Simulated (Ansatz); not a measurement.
# What Ca → Sr does to CaTiO3

The parent structure is CaTiO$_{3}$ in the cubic perovskite structure (space group Pm-3m, No. 221; a = 3.841 Å; a model cell).

It is then changed as follows: full substitution Ca → Sr, then cell and atoms are relaxed.

Method: PBEsol (Ansatz, a quantum-chemistry and plane-wave program; PAW; 420 eV plane waves; no spin-orbit coupling), earlier PAW set. k-mesh 9×9×9 (Γ-centred); smearing 0.05 eV (Fermi–Dirac).

```json
{
 "volume_per_atom": "11.79 Å³ (base 11.34 Å³)",
 "density": "5.17 g/cm³ (base 3.98 g/cm³)",
 "shortest_interatomic_distance": "1.946 Å (base 1.921 Å)",
 "band_gap": "1.86 eV (base 1.89 eV)",
 "gap_character": "indirect, R → Γ (base indirect, R → Γ)",
 "smallest_direct_gap": "2.19 eV (base 2.33 eV)",
 "width_of_the_top_valence_band": "1.04 eV (base 1.08 eV)"
}
```

Whether these cells are dynamically stable was not tested. All final runs are without spin polarisation. Many cubic perovskites are stable only at high temperature; tilts and polar distortions were not tested.
